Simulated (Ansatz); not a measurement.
```
SiC
1.0
    3.08438     0.00000     0.00000
    1.54219     2.67115     0.00000
    0.00000     0.00000    10.07269
Si C
4 4
Direct
  0.00000   0.00000   0.00036
  0.00000   0.00000   0.50036
  0.66667   0.66667   0.75030
  0.33333   0.33333   0.25030
  0.00000   0.00000   0.81282
  0.00000   0.00000   0.31282
  0.66667   0.66667   0.56215
  0.33333   0.33333   0.06215
```

No spin polarisation.

The values are results of r2SCAN (Ansatz, a first-principles code), scalar-relativistic without spin-orbit coupling, not measurements. Γ-centred 12×12×4 mesh, Fermi–Dirac width 0.05 eV.

Q: Predict the valence-band top at Γ, band gap, gap character and in-plane stress.

A: The valence-band top at Γ (three highest levels, from the VBM) is 0.00, 0.00, -0.03 eV and the band gap is 2.61 eV. The gap character comes out as indirect, Γ → M. The mean in-plane stress (compression positive) comes out as -1.4 GPa.

The cells carry an imposed strain or load. Stability against distortions was not tested. The cell was made from SiC (space group P6_3mc, No. 186) by this change: biaxial strain +0.22 %, plane normal [001], relaxed out of plane.
